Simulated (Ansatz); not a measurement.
Ansatz (a program for electronic structure) run on HfPt3 (Pm-3m, 4 atoms in the cell): relaxation of cell and atoms.

Computed with LDA (PW92), default PAW files made with PBE (plane waves; Ansatz).

The change in words: atoms on their sites; basis.ecutwfc: 420 eV → 250 eV; relax: default → cell and atoms. Reference geometry:
```yaml
crystal:
  lattice:
    - [4.02246, 0.00000, 0.00000]
    - [0.00000, 4.02246, 0.00000]
    - [0.00000, 0.00000, 4.02246]
  atoms:
    - { symbol: Hf, position: [0.00000, 0.00000, 0.01243] }
    - { symbol: Pt, position: [0.50000, 0.50000, 0.00000] }
    - { symbol: Pt, position: [0.00000, 0.50000, 0.50000] }
    - { symbol: Pt, position: [0.50000, 0.00000, 0.50000] }
```

Reference input (self-consistent single point, DFT, LDA (PW92), plane waves, default PAW files made with PBE): basis.ecutwfc = 420 eV; kpoints.mp_grid.grid = 7 7 7; hamiltonian.xc = lda; hamiltonian.pseudopotentials = {kind: paw} (the program's default PAW files); scf.occupations.method = gaussian; scf.occupations.width = 0.1 eV. This run's input differs from it in these lines:

Ansatz 0.2 input:
```diff
@@ -6,3 +6,3 @@
   atoms:
-    - { symbol: Hf, position: [0.00000000, 0.00000000, 0.01243000] }
+    - { symbol: Hf, position: [0.00000000, 0.00000000, 0.00000000] }
     - { symbol: Pt, position: [0.50000000, 0.50000000, 0.00000000] }
@@ -11,3 +11,3 @@
 basis:
-  ecutwfc: 420.0
+  ecutwfc: 250.0
 kpoints:
@@ -19,2 +19,4 @@
   occupations: { method: gaussian, width: 0.1 }
+relax:
+  cell: {}
 output:
```

Output (repeated stretches shortened):

```
   [... SCF lines of the steps left out ...]
relax step   1: F+E_penalty+E_count = -52210.58157995 eV  Δ(F+E_penalty+E_count) = +0.000e0 eV  max|allowed force component| = 6.153e-29 eV/Å  Δτ_max = 0.0000 Å  P = -9.976 GPa  Ω = 65.084 Å³  (7 SCF iters, dr2 threshold 1.00e-7 eV, accepted)
relax step   2: F+E_penalty+E_count = -52213.81155648 eV  Δ(F+E_penalty+E_count) = -3.230e0 eV  max|allowed force component| = 2.077e-29 eV/Å  Δτ_max = 0.0000 Å  P = +102.313 GPa  Ω = 56.022 Å³  energy of the carried Pulay correction = +5.723e0 eV  [...]
   [... lines left out ...]
relax step  18: F+E_penalty+E_count = -52210.65929963 eV  Δ(F+E_penalty+E_count) = -6.427e-3 eV  max|allowed force component| = 1.359e-28 eV/Å  Δτ_max = 0.0000 Å  P = -0.002 GPa  Ω = 62.827 Å³  energy of the carried Pulay correction = +6.425e-3 eV  [...]
relax step  19: F+E_penalty+E_count = -52210.65929963 eV  Δ(F+E_penalty+E_count) = +0.000e0 eV  max|allowed force component| = 1.899e-28 eV/Å  Δτ_max = 0.0000 Å  P = -0.028 GPa  Ω = 62.827 Å³  stress off target by 2.75e-2 GPa  SCF on the basis [...]
basis re-selected at this cell: Δ(F+E_penalty+E_count) = +0.000e0 eV, ΔP = -0.025 GPa vs the last step
the relaxation is at rest under the 48 symmetry operations that the run kept from its start: a minimum is not shown …
Stability not checked: this state was not tested for a lower state beside it, because too few of the mixer's solves of this state at the end of the SCF gave a …
Free energy (F): -52210.659300 eV
Internal energy: -52210.657113 eV  (E = F + TS)
   [... lines left out ...]
Fermi energy:    24.600083 eV
  cell:  # Å, volume = 62.8272 Å³
   [... lines left out ...]
  atoms:
    - { symbol: Hf, position: [-1.283701094614919e-46, 6.87494512906624e-49, 9.752499482056805e-48] }
    - { symbol: Pt, position: [0.49999999999999994, 0.49999999999999994, 8.162623424621566e-48] }
    - { symbol: Pt, position: [-1.3406587785822453e-47, 0.49999999999999994, 0.49999999999999994] }
    - { symbol: Pt, position: [0.49999999999999994, 4.1173940358970274e-48, 0.49999999999999994] }
```

The run converged.  The full log also holds: “iter 4 did not close the SCF: its close was put off for the readings that it lacked (scf_convergence_deferred on its scf_iter line)”. The full log also holds: “iter 5 did not close the SCF: its close was put off for the readings that it lacked (scf_convergence_deferred on its scf_iter line)”.

Summary of the result:
Free energy E − TS (on the zero of these files): -52210.6593 eV
Fermi level (on the code's own zero): 24.60 eV
Pressure: -0.03 GPa
Final cell: a = b = c = 3.975 Å, α = β = γ = 90.00°
Final volume per atom: 15.71 Å³
Relaxation steps: 19

The starting cell comes from a database of computed structures (which also holds hypothetical and non-ambient phases and stackings), without a prior relaxation at this level. Its lattice was rescaled by up to half a per cent. Spin polarisation is off. The relaxation keeps the symmetry of its start, so its end need not be a minimum. Ansatz's pressure includes its estimate of the finite-basis (Pulay) stress. Without the estimate this run gives -99.10 GPa. The cutoff lies below the one recommended for these files.
